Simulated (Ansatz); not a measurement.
Hypothetical zinc blende PbTe: thickness series

The reference is PbTe in the zinc blende structure (space group F-43m, No. 216; a hypothetical phase, not in the database extracts checked).

```
CELL_PARAMETERS angstrom
      0.00000     3.66774     3.66774
      3.66774     0.00000     3.66774
      3.66774     3.66774     0.00000
ATOMIC_POSITIONS crystal
  Te 0.75000 0.75000 0.75000
  Pb 0.00000 0.00000 0.00000
```

Cartesian axes are those of the cell as printed.

Free-standing slabs (2 atom(s) a layer) normal to [110] with 15 Å of vacuum; in-plane cell held at bulk.

Level of theory: Ansatz (a program for electronic structure), PBE, PAW, cutoff 420 eV, without spin-orbit coupling.

Notes on the quantities. layer's space group: with vacuum.

```json
[
 {"variant": "base", "smallest direct gap": "1.20 eV", "gap character": "–", "band gap": "0.63 eV", "layer's space group": "–", "shortest interatomic distance": "6.002 bohr"},
 {"variant": "1 layer", "smallest direct gap": "1.10 eV", "gap character": "indirect, Z–U (29 % along) → X", "band gap": "0.87 eV", "layer's space group": "Pmm2 (No. 25)", "shortest interatomic distance": "5.725 bohr"},
 {"variant": "2 layers", "smallest direct gap": "1.50 eV", "gap character": "indirect, Γ–X (43 % along) → Γ", "band gap": "1.38 eV", "layer's space group": "Pmn2_1 (No. 31)", "shortest interatomic distance": "5.687 bohr"},
 {"variant": "3 layers", "smallest direct gap": "1.21 eV", "gap character": "indirect, Γ–X (43 % along) → Z", "band gap": "0.93 eV", "layer's space group": "Pmm2 (No. 25)", "shortest interatomic distance": "5.795 bohr"}
]
```

With Pb and Te present, leaving out spin-orbit coupling can change the band edges. Whether these cells are dynamically stable was not tested. Labels are those of the standard path for the cell's own space group.
